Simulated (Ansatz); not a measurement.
The reference is CdS in the wurtzite structure (space group P6_3mc, No. 186; a = 4.1966 Å, c = 6.8302 Å).

Calculations: DFT with PBE, PAW potentials and a 420 eV plane-wave cutoff in Ansatz (a program for electronic structure), no SOC, earlier PAW set.

For the base:

* **Electron mass**: 0.12 mₑ along c, 0.13 mₑ across (at Γ)
* **Band gap**: 1.11 eV

Now apply this change: a hydrostatic pressure of 4.2 GPa.

Question: What does the calculation give for the electron mass and band gap after the change?

Answer: The electron mass changes from 0.12 mₑ along c, 0.13 mₑ across (at Γ) to 0.13 mₑ along c, 0.14 mₑ across (at Γ); the band gap increases by 0.16 eV, from 1.11 eV to 1.27 eV.

Load acts through the strain it causes; cell and atoms are relaxed under it. Masses are band curvatures over ±0.01 Å⁻¹ around the edge. No phonon test of stability was made. Measured, CdS leaves this structure (for rock salt) near 2.54 GPa (temperature not stated; as listed in Datta, Sujoy, Jana, Debnarayan, arXiv (2020)), on rising pressure, with hysteresis.
